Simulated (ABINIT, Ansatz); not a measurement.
An Ansatz (an electronic-structure program) input for a self-consistent single point of RbBr (Fm-3m, 2 atoms in the cell) (DFT, PBE, plane waves, default PAW files):

Ansatz 0.2 input:
```yaml
crystal:
  lattice:
    - [0.000000, 3.376100, 3.376100]
    - [3.376100, 0.000000, 3.376100]
    - [3.376100, 3.376100, 0.000000]
  atoms:
    - { symbol: Rb, position_ang: [0.000000, 0.000000, 0.000000] }
    - { symbol: Br, position_ang: [3.376100, 3.376100, 3.376100] }
basis:
  ecutwfc: 420.0 eV
kpoints:
  mp_grid: { grid: [8, 8, 8] }
hamiltonian:
  xc: pbe
  pseudopotentials: { kind: paw }
scf:
  occupations: { method: fermi_dirac, width: 0.02 eV }
output:
  forces: true
  eigenvalues: true
  stress: true
```

**Question.** Give the ABINIT input for the same structure, mesh, smearing and functional.

**Answer.** One input that does it (others would too):

```
# RbBr, PseudoDojo nc-sr-05 PBE standard
pp_dirpath "./"
pseudos "Rb.upf, Br.upf"
acell 9.0225472858 9.0225472858 9.0225472858
rprim
         0.0000000000    0.7071067812    0.7071067812
         0.7071067812    0.0000000000    0.7071067812
         0.7071067812    0.7071067812    0.0000000000
natom 2
ntypat 2
znucl 37 35
typat 1 2
xred
         0.0000000000    0.0000000000    0.0000000000
         0.5000000000    0.5000000000    0.5000000000
ecut 626 eV
ixc 11
occopt 3
tsmear 0.00073499
nband 13
kptopt 1
ngkpt 8 8 8
nshiftk 1
shiftk 0 0 0
nstep 60
tolvrs 1.0e-11
prtwf 0
prtden 0
```

Basis settings and potentials, where a program has them, do not carry over. This input uses DFT, PBE, plane waves, norm-conserving pseudopotentials (PseudoDojo nc-sr-05 PBE standard). Both were run: pressure 1.82 GPa in Ansatz and 1.78 in ABINIT; gap on the mesh 4.482 eV in Ansatz and 4.483 in ABINIT. Ansatz's pressure is the one without its finite-basis correction.

On Ansatz: the starting cell has typed, rounded lattice constants, without a prior relaxation at this level. For this run, on top of that: lattice scaled by 0.98.

On ABINIT: the starting cell has typed, rounded lattice constants, without a prior relaxation at this level. For this run, on top of that: lattice scaled by 0.98.
